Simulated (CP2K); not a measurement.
A working CP2K input for Cs2ZnFeC6N6 (Fm-3m, 16 atoms in the cell) (DFT PBEsol, GPW, DZVP-MOLOPT-SR-GTH basis, GTH-PBE potentials (GTH_POTENTIALS)):

```
&GLOBAL
  PROJECT run
  RUN_TYPE ENERGY_FORCE
  PRINT_LEVEL LOW
&END GLOBAL
&FORCE_EVAL
  METHOD Quickstep
  STRESS_TENSOR ANALYTICAL
  &DFT
    BASIS_SET_FILE_NAME BASIS_MOLOPT
    POTENTIAL_FILE_NAME GTH_POTENTIALS
    &QS
      METHOD GPW
      EPS_DEFAULT 1E-11
    &END QS
    &MGRID
      CUTOFF 600
      REL_CUTOFF 50
      NGRIDS 5
    &END MGRID
    &SCF
      SCF_GUESS ATOMIC
      EPS_SCF 1E-6
      MAX_SCF 100
      ADDED_MOS 17
      &DIAGONALIZATION
        ALGORITHM STANDARD
      &END DIAGONALIZATION
      &MIXING
        METHOD BROYDEN_MIXING
        ALPHA 0.2
        NBUFFER 10
      &END MIXING
      &SMEAR ON
        METHOD GAUSSIAN
        SIGMA [eV] 0.02
      &END SMEAR
    &END SCF
    &KPOINTS
      SCHEME MONKHORST-PACK 2 2 2
      GAMMA_CENTERED T
    &END KPOINTS
    &XC
      &XC_FUNCTIONAL
        &PBE
          PARAMETRIZATION PBESOL
        &END PBE
      &END XC_FUNCTIONAL
    &END XC
    &PRINT
      &MO
        EIGENVALUES T
        OCCUPATION_NUMBERS T
        NDIGITS 8
        FILENAME mo
        &EACH
          QS_SCF 0
        &END EACH
        ADD_LAST NUMERIC
      &END MO
      &MULLIKEN OFF
      &END MULLIKEN
    &END PRINT
  &END DFT
  &SUBSYS
    &CELL
      ABC 7.39087100 7.39087071 7.39087092
      ALPHA_BETA_GAMMA 60.00000048 60.00000413 60.00000319
      PERIODIC XYZ
    &END CELL
    &COORD
      Cs       3.69543525     2.13356075     1.50865525
      Cs      11.08630575     6.40068225     4.52596575
      Zn       7.39087050     4.26712150     3.01731050
      Fe       0.00000000     0.00000000     0.00000000
      C        9.75432323     2.90258155     4.94706160
      C        5.02741777     5.63166145     1.08755940
      C        7.39087082     1.53804127     1.08755940
      C        7.39087018     6.99620173     4.94706160
      C        9.75432323     5.63166145     1.08755940
      C        5.02741777     2.90258155     4.94706160
      N        7.39087071     2.50198402     1.76916984
      N        7.39087029     6.03225898     4.26545116
      N        5.86221665     5.14969014     1.76916984
      N        8.91952435     3.38455286     4.26545116
      N        5.86221665     3.38455286     4.26545116
      N        8.91952435     5.14969014     1.76916984
    &END COORD
    &KIND Cs
      BASIS_SET DZVP-MOLOPT-SR-GTH-q9
      POTENTIAL GTH-PBE-q9
    &END KIND
    &KIND Zn
      BASIS_SET DZVP-MOLOPT-SR-GTH-q12
      POTENTIAL GTH-PBE-q12
    &END KIND
    &KIND Fe
      BASIS_SET DZVP-MOLOPT-SR-GTH-q16
      POTENTIAL GTH-PBE-q16
    &END KIND
    &KIND C
      BASIS_SET DZVP-MOLOPT-SR-GTH-q4
      POTENTIAL GTH-PBE-q4
    &END KIND
    &KIND N
      BASIS_SET DZVP-MOLOPT-SR-GTH-q5
      POTENTIAL GTH-PBE-q5
    &END KIND
  &END SUBSYS
  &PRINT
    &FORCES ON
    &END FORCES
    &STRESS_TENSOR ON
    &END STRESS_TENSOR
  &END PRINT
&END FORCE_EVAL
```

The run converged in 15 iterations: free energy E − TS -8642.6783 eV; top of the valence band (on the code's own zero) 2.28 eV; gap on the k-point mesh 4.21 eV; pressure -1.54 GPa; largest force (vector length) 0.816 eV/Å. Each of these slips is then made, one at a time:

(1)
```diff
+    CHARGE -2
```

(2)
```diff
+        BETA 0
```

### Question
Predict the outcome of each change.

### Answer

(1) An unintended net charge. The run converged in 25 iterations without an error; against the sound input the pressure goes from -1.54 to 9.70 GPa, the largest force goes from 0.816 to 2.384 eV/Å and no clean gap remains on the mesh (levels overlap or are partly filled), against 4.21 eV before.

(2) A screening parameter of zero in the density mixing. The program stopped before any SCF iteration, with the message: Mixing employing the Kerker damping factor needs BETA /= 0.0 qs_scf_initialization.F:740.

The starting cell comes from a database of computed structures (which also holds hypothetical and non-ambient phases and stackings), without a prior relaxation at this level. Values carry the incompleteness of an atom-centred basis. The potentials were made for another functional than the one used.

Left out of this page: 4 runs of the series outside the window shown, repeating another row's setting, or not comparable; 1 run of the series stopped by limits of time or memory.
